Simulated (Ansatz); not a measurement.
**A computed series for InSb: pressure series**

Start from InSb in the zinc blende structure (space group F-43m, No. 216; a = 6.635 Å).

Cell and atoms are relaxed at each pressure.

Method: Ansatz (a program for electronic structure), PBE, PAW, cutoff 420 eV, without spin-orbit coupling, earlier PAW set.

Two rows of this table had their results exchanged by mistake.

```
pressure          volume per atom (Å³)  shortest distance (Å)  band gap
----------------  --------------------  ---------------------  --------
pressure −2 GPa                  38.93                  2.935      zero
pressure −1 GPa                  37.62                  2.902      zero
pressure 0.3 GPa                 36.23                  2.866      zero
pressure 0.7 GPa                 30.58                  2.708   0.43 eV
pressure 1.5 GPa                 35.19                  2.838      zero
pressure 3 GPa                   34.08                  2.808      zero
pressure 5 GPa                   32.86                  2.774      zero
pressure 7.5 GPa                 31.61                  2.738   0.23 eV
pressure 10 GPa                  35.86                  2.856      zero
```

Problem. Which two?

Solution. The rows for pressure 0.7 GPa and pressure 10 GPa: the volume has to fall steadily with pressure, so 35.86 Å³ belongs to pressure 0.7 GPa and 30.58 Å³ to pressure 10 GPa.

With Sb present, leaving out spin-orbit coupling can change the band edges. Load acts through the strain it causes; cell and atoms are relaxed under it. No phonon test of stability was made. Tetrahedral semiconductors of this kind turn to denser phases somewhere between about 1 and 50 GPa; those were not computed, so compressed cells here can lie past the real transition. The final runs are not spin-polarised. The zero or small gap of InSb can change with the level of theory.
